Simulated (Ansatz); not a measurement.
The reference is GaAs in the zinc blende structure (space group F-43m, No. 216; a = 5.659 Å).

Structures relaxed with PBEsol (Ansatz, a quantum-chemistry and plane-wave program; PAW; 420 eV plane waves; no SOC).

Base:

Simulated powder pattern, Cu Kα1, λ = 1.54056 Å (kinematic, ideal powder, no thermal factors, no anomalous dispersion; the 8 strongest lines at most, above 2 %, up to 2θ = 90°):

```csv
2θ (°),I/Imax (%),hkl
27.27,100,(111)
45.28,74,(220)
53.67,45,(311)
65.97,12,(400)
72.78,17,(331)
83.64,24,(422)
```

Now apply this change: full substitution Ga → Al, then cell and atoms are relaxed.

Problem. Where do the lines fall after the change?

Solution. 
Simulated powder pattern, Cu Kα1, λ = 1.54056 Å (kinematic, ideal powder, no thermal factors, no anomalous dispersion; the 8 strongest lines at most, above 2 %, up to 2θ = 90°):

```
2θ (°)  d (Å)  I/Imax (%)    hkl
------  -----  ----------  -----
27.20   3.276         100  (111)
31.51   2.837          19  (200)
45.16   2.006          60  (220)
53.51   1.711          45  (311)
65.77   1.419         9.6  (400)
72.55   1.302          18  (331)
83.37   1.158          20  (422)
89.71   1.092          14  (511)
```

The indices refer to each structure's own conventional cell; one index is shown for lines that coincide.

Whether these cells are dynamically stable was not tested.
